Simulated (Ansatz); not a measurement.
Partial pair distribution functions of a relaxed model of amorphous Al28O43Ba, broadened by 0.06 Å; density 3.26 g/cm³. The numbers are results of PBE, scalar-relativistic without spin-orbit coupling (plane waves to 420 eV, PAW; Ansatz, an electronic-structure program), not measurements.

Preparation: random packing, a CHGNet melt and quench, and a DFT relaxation. O atoms were pushed apart under 1.9 Å during the dynamics, to hinder bonds among them. The hot cell started wider than the set density and was brought back towards it in steps. It is the lowest in DFT energy of 2 quenches. It is a model cell: composition and starting density were chosen by hand, and all elements were melted together. No dispersion term was used. Its density started from a set value of 3.26 and ended at 3.26 g/cm³. The quench (nominally 340 K/ps over its main leg) was far faster than any real one, so the model tends to hold more defects than a real film. One small periodic cell is one sample of the glass; other quenches scatter about these values. The volume was held where the preparation left it and the shape relaxed, at a PBE pressure of 3.8 GPa. Stress components on the final sampling reach 3.9 GPa.

| r (Å) | g Al-O | g O-Ba | g Al-Al | g O-O |
|---|---|---|---|---|
| 1.50 | 0.00 | 0.00 | 0.00 | 0.00 |
| 1.60 | 0.31 | 0.00 | 0.00 | 0.00 |
| 1.70 | 3.90 | 0.00 | 0.00 | 0.00 |
| 1.80 | 8.72 | 0.00 | 0.00 | 0.00 |
| 1.90 | 4.98 | 0.00 | 0.00 | 0.00 |
| 2.00 | 1.65 | 0.00 | 0.00 | 0.00 |
| 2.10 | 0.49 | 0.00 | 0.00 | 0.00 |
| 2.20 | 0.19 | 0.00 | 0.00 | 0.00 |
| 2.30 | 0.02 | 0.00 | 0.00 | 0.12 |
| 2.40 | 0.00 | 0.02 | 0.01 | 0.77 |
| 2.50 | 0.04 | 0.83 | 0.22 | 1.43 |
| 2.60 | 0.11 | 4.26 | 0.62 | 2.32 |
| 2.70 | 0.19 | 4.33 | 0.94 | 2.87 |
| 2.80 | 0.28 | 1.08 | 1.63 | 2.78 |
| 2.90 | 0.31 | 0.24 | 2.19 | 2.52 |
| 3.00 | 0.52 | 1.08 | 2.71 | 1.94 |
| 3.10 | 0.61 | 0.36 | 2.75 | 1.17 |
| 3.20 | 0.77 | 0.31 | 2.58 | 0.95 |
| 3.30 | 1.02 | 0.94 | 2.22 | 0.97 |
| 3.40 | 1.01 | 0.78 | 1.53 | 0.70 |
| 3.50 | 0.91 | 0.56 | 1.16 | 0.64 |
| 3.60 | 1.13 | 0.03 | 0.60 | 0.71 |
| 3.70 | 1.30 | 0.10 | 0.56 | 0.74 |
| 3.80 | 1.36 | 0.82 | 0.37 | 0.57 |
| 3.90 | 1.28 | 1.06 | 0.33 | 0.56 |
| 4.00 | 1.33 | 1.55 | 0.64 | 0.62 |
| 4.10 | 1.41 | 1.29 | 0.69 | 0.47 |
| 4.20 | 1.58 | 0.64 | 0.75 | 0.50 |
| 4.30 | 1.72 | 0.14 | 0.84 | 0.63 |
| 4.40 | 1.34 | 0.51 | 0.65 | 0.86 |
| 4.50 | 1.06 | 1.87 | 0.58 | 0.85 |

Within 2.30 Å each Al has 4.57 O neighbours on average.
